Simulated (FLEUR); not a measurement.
FLEUR run on LaAl₅Ni₂ (Immm, 8 atoms in the cell): self-consistent single point.

Level of theory: PBEsol, all-electron FLAPW (FLEUR), scalar-relativistic valence run with FLEUR.

The change in words: lattice scaled by 0.98. Reference geometry:
```
CELL_PARAMETERS angstrom
     -2.00227     3.50710     4.82543
      2.00227    -3.50710     4.82543
      2.00227     3.50710    -4.82543
ATOMIC_POSITIONS crystal
  La 0.00000 0.00000 0.00000
  Al 0.50000 0.00000 0.50000
  Al 0.84934 0.66072 0.18862
  Al 0.15066 0.33928 0.81138
  Al 0.47210 0.66072 0.81138
  Al 0.52790 0.33928 0.18862
  Ni 0.73572 0.23572 0.50000
  Ni 0.26428 0.76428 0.50000
```

Reference input (self-consistent single point, DFT, PBEsol, all-electron FLAPW (FLEUR), scalar-relativistic valence): Kmax = 4.1 1/bohr; GmaxXC = 16.4 1/bohr; xcFunctional = PBEs; jspins = 1; l_soc = F; mode = gauss; fermiSmearingEnergy = 0.00999582 Htr; mesh (inpgen div1-3) = 5 5 5; inpgen gamma flag = false; Gmax = 16.4 1/bohr; numbands = 0; maxIterBroyd = 99. This run's input differs from it in these lines:

```diff
@@ -3,5 +3,5 @@
 &input film=f /
--3.7837419276 6.6274490430 9.1187411336
-3.7837419276 -6.6274490430 9.1187411336
-3.7837419276 6.6274490430 -9.1187411336
+-3.7080678449 6.4948998732 8.9363655550
+3.7080678449 -6.4948998732 8.9363655550
+3.7080678449 6.4948998732 -8.9363655550
 1.0
@@ -50,5 +50,5 @@
          <bravaisMatrix>
-            <row-1>   -3.7837419275999999     6.6274490430000004     9.1187411336000004</row-1>
-            <row-2>    3.7837419275999999    -6.6274490430000004     9.1187411336000004</row-2>
-            <row-3>    3.7837419275999999     6.6274490430000004    -9.1187411336000004</row-3>
+            <row-1>   -3.7080678449000000     6.4948998731999996     8.9363655550000001</row-1>
+            <row-2>    3.7080678449000000    -6.4948998731999996     8.9363655550000001</row-2>
+            <row-3>    3.7080678449000000     6.4948998731999996    -8.9363655550000001</row-3>
          </bravaisMatrix>
```

Output, abridged:

```
 Iteration:     1   Distance:      14.69637654 me/bohr^3
 Iteration:     2   Distance:       9.30751924 me/bohr^3
 Iteration:     3   Distance:       6.39693165 me/bohr^3
 Iteration:     4   Distance:      11.85711633 me/bohr^3
 Iteration:     5   Distance:       7.57958057 me/bohr^3
   [... 13 lines left out ...]
 Iteration:    19   Distance:       0.00002160 me/bohr^3
 Iteration:    20   Distance:       0.00002633 me/bohr^3
 Iteration:    21   Distance:       0.00001271 me/bohr^3
 Iteration:    22   Distance:       0.00000376 me/bohr^3
 Reset of history
 Run finished successfully
 Stop message:
   Structural relaxation: new displacements generated

[file out, last iteration]
             iter=     23
[...]
          total density-effective poten   -2.1008860544E+04
          total charge density-energy d   -4.1646128057E+02
 Updated energy parameters for spin:           1
[...]
 fermi energy and band-weighting factors:

[...]
FERMIE:
          first approx. to ef    (T=0)  :   0.361761 htr   (energy of the highest occ. eigenvalue)
          number of occ. states  (T=0)  :        778
          first approx. to seigv (T=0)  : -17.588984 htr
          sum of weights of occ. states :  29.040000
          sum of semicore charge        :   0.000000 e
          fermi energy=   0.36288 har   work function=  -9.87449 ev
          number of valence electrons=  58.00000
   [... lines left out ...]
          total moment                 =     0.00000
 Direct bandgap for spin            1 :    2.7054491588190399E-003  Htr
 ---->    free energy=                    -12745.4004186047 htr
   [... lines left out ...]
 TOTAL FORCE FOR ATOM TYPE=  2  X=  0.000   Y=  6.495   Z=  0.000
                       FX_TOT= 0.000000 FY_TOT= 0.000000 FZ_TOT= 0.000000
 TOTAL FORCE FOR ATOM TYPE=  3  X=  0.000   Y=  2.450   Z= -6.064
                       FX_TOT= 0.000000 FY_TOT= 0.003328 FZ_TOT=-0.003411
 TOTAL FORCE FOR ATOM TYPE=  4  X=  3.708   Y=  0.000   Z= -4.723
                       FX_TOT= 0.000000 FY_TOT= 0.000000 FZ_TOT= 0.004909
```

The run converged in 22 iterations. FLEUR gives forces in its relaxation mode, with a further iteration, so its stop message speaks of a relaxation. Against the reference run the total energy rises by 17.0 meV/atom and the largest force goes from 0.128 to 0.252 eV/Å.

The starting cell comes from a database of computed structures (which also holds hypothetical and non-ambient phases and stackings), without a prior relaxation at this level. For this run, on top of that: lattice scaled by 0.98. Spin polarisation is off. Values depend on the basis (sphere radii, cutoffs, local orbitals), which need not be converged. The log's line on a gap gives a spacing of levels on this mesh, which the program prints for metals too.

Cost on one core of a shared machine: roughly 8 min.
